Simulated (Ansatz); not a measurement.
Structures of equal composition on the (0001) surface of wurtzite CdS (Cd plane on top): 2x2 Si adatom at H3; 2x2 Si adatom at T4. The slabs share one bottom face, and each structure is named by its start. These are constructed structures in small cells; real faces may alloy, dewet or reconstruct in larger ones, and not all known structures of the face are among them. Slabs of about 14 Å with all that they carry, Fermi-Dirac smearing of 0.025 eV. Bottom of the slabs: H caps. Relaxed from the named starts with such symmetry as they have, on meshes of like density; energies extrapolated to zero smearing; no spin-orbit coupling, no U. Spin-polarised runs, if any, are marked in brackets, and their order is one that fits the cell; the others ran without spin.

Host crystal: wurtzite CdS, with a band gap (PBE, scalar-relativistic without spin-orbit coupling).

Computed with PBE (plane waves to 420 eV, PAW; Ansatz, a first-principles code).

**Question.** Order them by energy per 1x1 cell (lowest first) at the level PBE.

**Answer.** 2x2 Si adatom at T4 (0.000 eV, a narrow gap of 0.23 eV by band count), 2x2 Si adatom at H3 (0.120 eV, gap 0.32 eV on the mesh)
